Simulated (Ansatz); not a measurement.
## LiC₆ (P6/mmm): band-structure transport figures

Input:

```
CELL_PARAMETERS angstrom
      4.30950     0.00000     0.00000
     -2.15475     3.73214     0.00000
      0.00000     0.00000     3.66176
ATOMIC_POSITIONS crystal
  Li 0.00000 0.00000 0.00000
  C  0.00000 0.33362 0.50000
  C  0.00000 0.66638 0.50000
  C  0.66638 0.00000 0.50000
  C  0.33362 0.00000 0.50000
  C  0.66638 0.66638 0.50000
  C  0.33362 0.33362 0.50000
```

All values below come from r2SCAN, rigid bands (plane waves, PAW, scalar-relativistic; Ansatz, a program for electronic structure). Condition of this run: functional r2SCAN on the same cell. Geometry: cell and atoms relaxed with PBEsol.

```
Quantity                                                               Result
------------------------------------  ---------------------------------------
density of states at the Fermi level        1.06 states/(eV·cell), both spins
bare Sommerfeld coefficient                         0.36 mJ/(mol of atoms·K²)
Drude plasma energy                              6.9 (x), 6.9 (y), 2.8 (z) eV
root-mean-square Fermi velocity                                     8.6e5 m/s
resistivity times τ                   10.2 (x), 10.2 (y), 60 (z) ×10⁻²² Ω·m·s
```

A metal at this level (no band gap); rigid bands, thermally averaged at 300 K, both spins. Spin-orbit coupling is left out. τ is one relaxation time for all states.

Computed structure with no diffraction record at hand here (it may be known, metastable or hypothetical): LiC6 (P6/mmm).
